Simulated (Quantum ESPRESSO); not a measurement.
## Equation of state of hcp Y (space group 194): energy against volume (Quantum ESPRESSO, PBE)

```
Y
1.0
    3.58510     0.00000     0.00000
   -1.79255     3.10479     0.00000
    0.00000     0.00000     5.62812
Y
2
Cartesian
  1.79255   1.03493   4.22109
  0.00000   2.06986   1.40703
```

Method: PBE, GBRV 1.5 ultrasoft (PBE) pseudopotentials (plane waves; Quantum ESPRESSO). Settings: ecutwfc = 52 Ry; ecutrho = 416 Ry; occupations = smearing; smearing = fd; degauss = 0.0036749 Ry; potentials = {Y: y_pbe_v1.4.uspp.F.UPF}; K_POINTS = automatic 18 18 10 0 0 0; conv_thr = 1e-10 Ry. The cell above is the first row's. The rows scale it uniformly. In all rows fractional positions and the k mesh are held. E is the free energy at the stated smearing, counted from the lowest row.

```
V (Å^3/atom)  E (meV/atom)
------------  ------------
31.323                   ?
32.004                2.91
32.685                0.00
33.366                0.77
34.047                4.91
34.728               12.16
35.409               22.26
36.090               34.97
36.771               50.08
```

Fit E of the 8 rows that show it with the third-order Birch-Murnaghan form, a cubic in V^(-2/3). With u = V^(-2/3) - 0.0947, the rows have u = 0.0045043, 0.0031215, 0.0017859, 0.0004950, -0.0007536, -0.0019620, -0.0031323, -0.0042664. Least squares gives E = 7.403 - 5537.3·u + 1027871·u² - 4429022·u³. Residuals (row less fit): -0.001, 0.001, 0.003, -0.003, -0.002, 0.003, 0.002, -0.001; standard error 0.003 (degrees of freedom: 4). Its minimum lies at u = 0.0027422, so V0 = (0.0974422)^(-3/2) = 32.88. There d²E/du² = 1983000 and d³E/du³ = -2.657e7, so B0 = (4/9) × 32.88^(-7/3) × 1983000 × 0.160218 = 40.8 GPa (the last factor turns the table's units into GPa), and B0' = 4 + (2/3) × 0.0974422 × (-2.657e7)/1983000 = 3.1. The program's pressures in the fitted runs (not shown) pass through zero at V = 32.86, 0.04 % from this V0.

Task: Predict the withheld E at V = 31.323 from the fit, and compare with the calculation.

Result: u = 0.0059370, so E = 7.403 - 5537.3 × 0.0059370 + 1027871 × 0.0059370² - 4429022 × 0.0059370³ = 9.832 meV/atom. The calculation gives 9.79 meV/atom, 0.042 meV/atom below the prediction (0.1 % of the range of E in the table). The row lies outside the fitted rows, so this is an extrapolation. From the scatter of the fitted rows alone, a prediction at this place has a standard error of 0.009 meV/atom, so the miss is 4.8 times that.

Carrying the step between the two nearest rows on in a straight line would have given 5.82, off by 3.97; series whose last step already gives the withheld value aren't shown. The scan was laid around a cell of about the measured size, scaled by a guess for this functional; axis ratios and inner coordinates come from that cell. The runs keep the symmetry of the cell, so they don't test it for distortions. The shape of the cell and the inner coordinates aren't relaxed, so V0 and B0 belong to this uniform scaling; a relaxed crystal lies no higher in energy and is usually softer. Cutoffs and mesh are single choices, not tested for convergence of this quantity. Series with a scatter that would blur these digits, or in which a gap closes, are not shown. Nor are scans whose minimum lies at an end fitted in this form.

Terms beyond the fitted order, or numerical noise in single rows, can give a miss of this size; the table doesn't tell which.
